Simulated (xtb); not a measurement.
xtb 6.7.1, GFN2-xTB: Al(H)(Et)(OEt) (CC[O][AlH][CH2]C), 17 atoms. The geometry is a generated start, not checked to be a minimum at this level.

```json
{
  "run_flags": "--grad",
  "method": "GFN2-xTB",
  "--acc": "1 (default)",
  "--etemp (K)": "300 (default)",
  "basis_functions": "41",
  "valence_electrons": "36"
}
```

```xyz
17

Al    -1.1710     0.3828     0.2480
H     -2.4146     0.9859     0.9117
C     -1.1032     0.1237    -1.7452
C     -1.0939     1.4497    -2.5269
H     -1.9755    -0.4508    -2.0847
H     -0.2266    -0.4684    -2.0490
H     -0.1865     2.0140    -2.3207
H     -1.9409     2.0698    -2.2419
H     -1.1515     1.2751    -3.6016
O      0.0373     0.0352     1.3095
C      1.0856    -0.2982     2.1726
C      1.7887    -1.5717     1.7216
H      1.8012     0.5332     2.1951
H      0.6812    -0.4342     3.1827
H      2.2054    -1.4317     0.7273
H      2.5890    -1.8224     2.4150
H      1.0754    -2.3921     1.6865
```

One run each on 1 thread. Values of broydamp tried: 0.02, 0.05, 0.1, 0.2, 0.4 (default), 0.6, 0.8, 1.

**Question.** Predict the course of the SCC iterations along this series.

**Answer.** Fewest SCC iterations, within one of each other: 0.4 (default) with 13, 0.6 with 13, 0.8 with 13, 1 with 14. The count rises to 22 at 0.02. All converge to one solution.

```tsv
broydamp	SCC iterations	end
0.02	22	same solution
0.05	20	same solution
0.1	17	same solution
0.2	15	same solution
0.4 (default)	13	same solution
0.6	13	same solution
0.8	13	same solution
1	14	same solution
```
